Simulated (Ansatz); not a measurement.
GaN under load (space group P6_3mc), r2SCAN with spin-orbit coupling, rigid bands run with Ansatz (a program for electronic structure). Condition of this run: biaxial stress in the c plane of -12 GPa (compression positive) (the target of the relaxation). Band gap 1.93 eV, N_c = 1.74e18 cm⁻³ and N_v = 2.36e19 cm⁻³ at 300 K, conductivity masses along x (a = (3.28, 0.00, 0.00) Å; b = (-1.64, 2.84, 0.00) Å; c = (0.00, 0.00, 5.11) Å) of 0.174 mₑ (electrons) and 1.80 mₑ (holes). Take k_BT = 0.02585 eV.

What built-in voltage has an abrupt junction with N_A = 1e16 and N_D = 1e17 cm⁻³, all dopants ionised?

V_bi = E_g/e − (k_BT/e) ln(N_c N_v/(N_A N_D)) = 1.93 − 0.02585 × 10.62 = 1.66 V, for the computed gap.

What thermal injection velocity √(2k_BT/πm) limits a ballistic channel along the direction named?

1.29e7 cm/s for electrons and 4.01e6 cm/s for holes, a ratio of √(m_h/m_e) = 3.22, for dilute carriers.

A film of it is 8 nm thick, with its normal along the direction named. Estimate the confinement energies in an infinite well.

ħ²π²/(2m t²) = 0.376 eV·nm²/(m/mₑ × t²) gives 33.8 meV for electrons and 3.26 meV for holes, so the gap would widen to about 1.97 eV. Finite barriers and nonparabolic bands lower this, and with several valleys or bands the heaviest mass along the normal sets the lowest level, not this average.

Rigid bands with the computed gap; masses take one relaxation time for all states. Geometry: cell and atoms relaxed with PBEsol.
